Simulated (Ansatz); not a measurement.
**How the bulk modulus B0 of Mo (model structure, started from the diamond type, Fd-3m, No. 227, 2 atoms in the cell) moves with the method**

No measured value is used here.

```
level (code)     value (GPa)  cell (Å³/atom)
---------------  -----------  --------------
LDA (Ansatz)             126           21.58
PBE (Ansatz)             107           22.99
PBEsol (Ansatz)          119           22.07
r²SCAN (Ansatz)          112           22.53
```

LDA, PBE, PBEsol, r²SCAN: the run has no spin polarisation, so it can have missed a magnetic state. LDA, PBE, PBEsol, r²SCAN: the bulk modulus is −V dP/dV from two relaxed cells at ±2 % in volume. Each level is taken at its own relaxed cell. Cutoffs differ between the levels. Ansatz's density-functional and Hartree–Fock values are scalar-relativistic unless marked +SOC, with PAW data made under PBE.

A model structure was made by putting elements into a prototype or built by hand; it is no filed structure, need not be a known phase, and can be a saddle point held by its symmetry.

Ansatz is a first-principles code.
